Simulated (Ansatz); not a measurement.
Method: PBE (plane waves to 420 eV, PAW; Ansatz, a first-principles code).

Planar average of the electrostatic potential across the slab, in eV from the Fermi level, for a constructed model of the (0001) surface of hcp Ru, a layer of Mn in place of the second plane (bottom of the slab: a bare face, its two planes held):

(z (Å), V (eV)): (3.94, 5.05); (4.22, 5.05); (4.50, 5.05); (4.78, 5.04); (5.06, 5.03); (5.34, 5.00); (5.62, 4.95); (5.91, 4.85); (6.19, 4.64); (6.47, 4.21); (6.75, 3.35); (7.03, 1.58); (7.31, -2.38); (7.59, -11.67); (7.88, -22.61); (8.16, -27.92); (8.44, -23.88); (8.72, -13.40); (9.00, -4.02); (9.28, -1.68); (9.56, -5.92); (9.84, -16.45); (10.12, -26.01); (10.41, -27.92); (10.69, -20.89); (10.97, -9.79); (11.25, -2.75); (11.53, -2.88); (11.81, -10.21); (12.09, -21.25); (12.38, -27.92); (12.66, -25.50); (12.94, -15.70); (13.22, -5.39); (13.50, -1.44); (13.78, -3.55); (14.06, -12.56); (14.34, -23.32); (14.62, -28.15); (14.91, -23.61); (15.19, -12.95); (15.47, -3.90); (15.75, -2.05); (16.03, -6.55); (16.31, -12.94); (16.59, -16.04); (16.88, -14.67); (17.16, -9.32); (17.44, -3.83); (17.72, -4.76); (18.00, -13.72); (18.28, -24.03); (18.56, -27.95); (18.84, -22.53); (19.12, -11.60); (19.41, -2.47); (19.69, 1.35); (19.97, 3.04); (20.25, 3.86); (20.53, 4.26); (20.81, 4.46); (21.09, 4.56); (21.38, 4.60); (21.66, 4.63); (21.94, 4.64); (22.22, 4.65); (22.50, 4.65); (22.78, 4.65)

Model: 6-atom slab, 10.6 Å thick at the start with caps and adatoms (thin: gaps and levels are the slab's own), 16x16x1 mesh, Fermi-Dirac 0.1 eV, dipole correction, 2 atoms held, the rest relaxed; start symmetry kept, larger cells not searched; spin-polarised, no spin-orbit, no U. The starting moment vanished. It is one candidate, not shown to be the stable structure of the face.

Question: The surface cell has an area of 6.41 Å². What dipole along the normal does the step between the two vacuum levels imply?

Answer: the top vacuum level lies 0.40 eV below the bottom one; p = −ε₀ A ΔV (ε₀ = 0.005526 e/(V·Å)) gives 0.01 e·Å a cell.
